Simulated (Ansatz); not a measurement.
The parent structure is Hf in the hcp (Mg type) structure (space group P6_3/mmc, No. 194; relaxed with 0.1 eV smearing).

```yaml
crystal:
  lattice:
    - [3.20391, 0.00000, 0.00000]
    - [-1.60196, 2.77467, 0.00000]
    - [0.00000, 0.00000, 5.07245]
  atoms:
    - { symbol: Hf, position: [0.33333, 0.66667, 0.75000] }
    - { symbol: Hf, position: [0.66667, 0.33333, 0.25000] }
```

Cartesian axes are those of the cell as printed.

Calculations: PBE (Ansatz, a first-principles code, PAW, no spin-orbit coupling), earlier PAW set.

For the base:

```
Property    Value
--------  -------
Pressure  0.0 GPa
```

It is then changed as follows: biaxial strain −0.48 %, plane normal [001], relaxed out of plane (Cartesian); in-plane vectors clamped, the third vector and the atoms free.

### Question
How does this affect the out-of-plane strain and pressure?

### Answer
The out-of-plane strain amounts to +0.33 %; the pressure (mean of the normal stresses, compression positive) goes from zero to 0.7 GPa.

Stability against distortions was not tested. The final runs are not spin-polarised.
